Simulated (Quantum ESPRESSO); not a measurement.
Band structure of YNiGe (Pnma, 12 atoms in the cell).

```
YNiGe
1.0
    6.92176     0.00000     0.00000
    0.00000     4.20570     0.00000
    0.00000     0.00000     7.25281
Y Ni Ge
4 4 4
Direct
  0.50762   0.25000   0.20723
  0.49238   0.75000   0.79277
  0.99238   0.75000   0.70723
  0.00762   0.25000   0.29277
  0.30865   0.25000   0.58070
  0.69135   0.75000   0.41930
  0.19135   0.75000   0.08070
  0.80865   0.25000   0.91930
  0.69761   0.25000   0.58862
  0.30239   0.75000   0.41138
  0.80239   0.75000   0.08862
  0.19761   0.25000   0.91138
```

Level of theory: PBEsol, PSlibrary PAW (PBE) pseudopotentials (plane waves; Quantum ESPRESSO).

Settings: ecutwfc = 50 Ry; ecutrho = 350 Ry; occupations = smearing; smearing = mp; degauss = 0.0147 Ry; input_dft = pbesol; K_POINTS = automatic 3 5 3 0 0 0; conv_thr = 1e-10 Ry; mixing_beta = 0.3.

The starting cell comes from a database of computed structures (which also holds hypothetical and non-ambient phases and stackings), without a prior relaxation at this level. Spin polarisation is off.

Levels in eV from the Fermi level, bands 47 to 54:
| point | 47 | 48 | 49 | 50 | 51 | 52 | 53 | 54 |
|---|---|---|---|---|---|---|---|---|
| Γ | -0.59 | -0.53 | -0.02 | 0.60 | 0.74 | 1.55 | 1.69 | 1.89 |
| X | -0.84 | -0.84 | -0.53 | -0.53 | -0.39 | -0.39 | 1.52 | 1.52 |
| S | -1.11 | -1.11 | -0.08 | -0.08 | -0.08 | -0.08 | 0.90 | 0.90 |
| Y | 0.32 | 0.32 | 0.61 | 0.61 | 0.62 | 0.62 | 1.03 | 1.03 |
| Z | -0.41 | -0.41 | -0.03 | -0.03 | 0.30 | 0.30 | 0.72 | 0.72 |
| U | -0.95 | -0.95 | -0.56 | -0.56 | -0.49 | -0.49 | 0.63 | 0.63 |
| R | -1.02 | -1.01 | -0.04 | -0.04 | -0.04 | -0.04 | 1.01 | 1.01 |
| T | -0.58 | -0.58 | 0.20 | 0.20 | 0.57 | 0.57 | 1.09 | 1.09 |

Bands cross the Fermi level along this path, so the cell is metallic at this level.
